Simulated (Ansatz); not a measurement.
Impurities on the Ti site of rock-salt TiN. The bounds on chemical potentials count only the phases computed here; "not settled" covers levels within 0.1 eV of a band edge and carriers that are partly localised.

Calculation: PBE, PAW (plane waves to 420 eV; Ansatz, a first-principles code). Cell and caveats: 64-site cell; 4×4×4 shifted k-points; no spin–orbit coupling; no Hubbard U; energies good to tenths of an eV; the relaxation kept the symmetry of the starting site.

```csv
impurity,neighbours in the neutral state (Å),moment (μB),E_f of the neutral state (eV; limit and bounding phases)
Co,"N 2.15, N 2.15, N 2.15, N 2.15, N 2.15, N 2.15",fractional,–
Cu,"N 2.17, N 2.17, N 2.17, N 2.17, N 2.17, N 2.17",quenched,–
Ru,"N 2.15, N 2.15, N 2.15, N 2.15, N 2.15, N 2.15",0.0,–
B,"N 1.96, N 1.96, N 1.96, N 1.96, N 1.96, N 1.96",not spin-polarised,"6.07 (N-rich, bulk hexagonal BN (AA'))"
Al,"N 2.06, N 2.06, N 2.06, N 2.06, N 2.06, N 2.06",not spin-polarised,"0.93 (N-rich, wurtzite AlN)"
Si,"N 1.97, N 1.97, N 1.97, N 1.97, N 1.97, N 1.97",not spin-polarised,"2.73 (N-rich, beta Si3N4)"
Hf,"N 2.17, N 2.17, N 2.17, N 2.17, N 2.17, N 2.17",not spin-polarised,"0.47 (N-rich, Hf3N4 (I-43d))"
```
